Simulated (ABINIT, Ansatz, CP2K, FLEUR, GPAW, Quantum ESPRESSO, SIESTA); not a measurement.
**One structure in several programs: TaCuS₂ (P6_3mc, 8 atoms in the cell)**

Self-consistent single point, at a second geometry (lattice scaled by 0.98). First geometry:

```
CELL_PARAMETERS angstrom
      3.37109     0.00000     0.00000
     -1.68555     2.91945     0.00000
      0.00000     0.00000    13.33130
ATOMIC_POSITIONS crystal
  Ta 0.66667 0.33333 0.74602
  Ta 0.33333 0.66667 0.24602
  Cu 0.66667 0.33333 0.96382
  Cu 0.33333 0.66667 0.46382
  S  0.66667 0.33333 0.36637
  S  0.33333 0.66667 0.86637
  S  0.33333 0.66667 0.62979
  S  0.66667 0.33333 0.12979
```

Shared settings, as Ansatz (a quantum-chemistry and plane-wave program) writes them: kpoints.mp_grid.grid = 8 8 2; scf.occupations.method = fermi_dirac; scf.occupations.width = 0.1 eV. Potentials and cutoffs stand in the table.

```
code                                                                                                                                      model  ΔF from the first geometry (meV/atom)  pressure (GPa)  largest force (eV/Å)           cutoff
----------------  -----------------------------------------------------------------------------------------------------------------------------  -------------------------------------  --------------  --------------------  ---------------
Quantum ESPRESSO                                                                                   PBEsol, PSlibrary PAW (PBE) pseudopotentials                                   -8.6            2.99                 0.303            50 Ry
SIESTA            GGA PBEsol, numerical atomic orbitals TZP, PseudoDojo PBEsol standard norm-conserving potentials (rewritten from UPF to PSML)                                  -12.6            2.89                 0.224      grid 300 Ry
GPAW                                                                                      PBEsol, GPAW PAW datasets PBEsol (made by gpaw-setup)                                   -0.8            4.70                 0.309           850 eV
ABINIT                                                                                       PBEsol, PAW (JTH v2.0 PBE PAW, files made for PBE)                                   -4.7            4.00                 0.383            60 Ry
Ansatz                                                                                                          PBEsol, PAW files made with PBE                                   -6.0            3.84                 0.380           420 eV
FLEUR                                                                           PBEsol, all-electron FLAPW (FLEUR), scalar-relativistic valence                                   -4.2               –                     –  Kmax 4.2 1/bohr
CP2K                                                                 PBEsol, GPW, DZVP-MOLOPT-SR-GTH basis, GTH-PBE potentials (GTH_POTENTIALS)                                   -2.6            4.55                     –      grid 600 Ry
```

Size of the force on each atom (eV/Å): Sizes of forces hide their directions.

| code | Ta1 | Ta2 | Cu3 | Cu4 | S5 | S6 | S7 | S8 |
|---|---|---|---|---|---|---|---|---|
| Quantum ESPRESSO | 0.025 | 0.025 | 0.010 | 0.010 | 0.268 | 0.268 | 0.303 | 0.303 |
| SIESTA | 0.088 | 0.088 | 0.132 | 0.132 | 0.178 | 0.178 | 0.224 | 0.224 |
| GPAW | 0.004 | 0.004 | 0.050 | 0.050 | 0.257 | 0.257 | 0.309 | 0.309 |
| ABINIT | 0.012 | 0.012 | 0.025 | 0.025 | 0.346 | 0.346 | 0.383 | 0.383 |
| Ansatz | 0.017 | 0.017 | 0.020 | 0.020 | 0.343 | 0.343 | 0.380 | 0.380 |

A dash marks a value that a program does not give, or that is left out as unsure.

On Ansatz's run: spin-orbit coupling is off. Spin polarisation is off.

The spread over the programs that give each value: ΔF from the first geometry within 11.8 meV/atom; pressure within 1.81 GPa; largest force within 0.159 eV/Å.

SIESTA and CP2K use small atom-centred bases, whose incompleteness enters pressures, forces and empty levels differently from a plane-wave cutoff. FLEUR treats all electrons, but the usual bases taken here (sphere radii, linearisation, local orbitals, empty states) were not tested for convergence, so the values are no reference for the others. Ansatz's pressure is given at a fixed set of plane waves, as the other plane-wave codes print theirs; with its correction for the finite basis it is 3.91 GPa. In the pressure, SIESTA (by 1.03) lies more than 1 GPa from the median of the plane-wave programs. In the force vectors, SIESTA (by 0.128) lies more than 0.08 eV/Å from the median of the plane-wave programs.

The starting cell comes from a database of computed structures (which also holds hypothetical and non-ambient phases and stackings), without a prior relaxation at this level. For this run, on top of that: lattice scaled by 0.98.

Keys are those of Ansatz 0.2.
